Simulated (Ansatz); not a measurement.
The starting structures come from a database of crystals and need not be the phases stable at ambient conditions.

 Where the default PAW files enter, the runs use the earlier of Ansatz's two default sets.

Tunnelling through a barrier is set by its complex band structure: the current falls as exp(−2κd) with the smallest κ.

Consider the following.

```yaml
crystal:
  lattice:
    - [4.92779, 0.00000, 0.00000]
    - [0.00000, 6.41438, 0.00000]
    - [0.00000, 0.00000, 8.54838]
  atoms:
    - { symbol: Li, position: [0.00000, 0.50000, 0.00000] }
    - { symbol: Li, position: [0.50000, 0.00000, 0.00000] }
    - { symbol: Li, position: [0.50000, 0.00000, 0.50000] }
    - { symbol: Li, position: [0.00000, 0.50000, 0.50000] }
    - { symbol: Ta, position: [0.53779, 0.31283, 0.25000] }
    - { symbol: Ta, position: [0.46221, 0.68717, 0.75000] }
    - { symbol: Ta, position: [0.03779, 0.18717, 0.75000] }
    - { symbol: Ta, position: [0.96221, 0.81283, 0.25000] }
    - { symbol: O, position: [0.68792, 0.03406, 0.25000] }
    - { symbol: O, position: [0.31208, 0.96594, 0.75000] }
    - { symbol: O, position: [0.18792, 0.46594, 0.75000] }
    - { symbol: O, position: [0.81208, 0.53406, 0.25000] }
    - { symbol: O, position: [0.18197, 0.81795, 0.08047] }
    - { symbol: O, position: [0.81803, 0.18205, 0.91953] }
    - { symbol: O, position: [0.68197, 0.68205, 0.91953] }
    - { symbol: O, position: [0.31803, 0.31795, 0.08047] }
    - { symbol: O, position: [0.31803, 0.31795, 0.41953] }
    - { symbol: O, position: [0.68197, 0.68205, 0.58047] }
    - { symbol: O, position: [0.81803, 0.18205, 0.58047] }
    - { symbol: O, position: [0.18197, 0.81795, 0.41953] }
```

Space group of this cell: Pnma. The cell is taken as given; by LDA its mean pressure is -9.1 GPa.

Transport runs along the normal of the first two printed cell vectors.

No gap correction and no spin-orbit coupling; mid-gap values are interpolated between computed energies.

Q: Estimate the band gap and the smallest decay constant κ at mid-gap that LDA in Ansatz (a first-principles code) returns for this system.

A: Gap 3.40 eV on a 6×6×4 mesh; κ = 0.460 1/Å, at (0.167, 0.000) of the in-plane reciprocal vectors. At the zone centre, at the nearest computed energy, the slowest state has κ = 0.50 1/Å.
